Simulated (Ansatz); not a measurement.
# CdSe, response to strain

Take CdSe in the wurtzite structure (space group P6_3mc, No. 186; a = 4.3828 Å, c = 7.1544 Å) as the base. Axes: x lies along a and z along c of the hexagonal cell.

Strains are applied to the cell and any free atomic positions relax.

The values are results of plane-wave PAW DFT at the PBE level (Ansatz, a quantum-chemistry and plane-wave program, 420 eV), no spin-orbit coupling, not measurements.

Notes on the quantities. energy relative to the base: free energy F.

| uniaxial strain ε_zz (%) | energy relative to the base (meV/atom) |
|---|---|
| -3 | 6.3 |
| -2.4 | 4.0 |
| -1.8 | 2.3 |
| -0.6 | ? |
| 0 | 0.0 |

Problem. Fit ΔE = Aε² + Bε³ (ε in %) to the rows shown and predict the withheld row.

Solution. Least squares on the printed values gives A = 0.704 and B = 0.0019 meV/atom (largest residual 0.0 meV/atom); this predicts 0.3 meV/atom, and the run gives 0.2 meV/atom, in agreement.

No phonon test of stability was made.
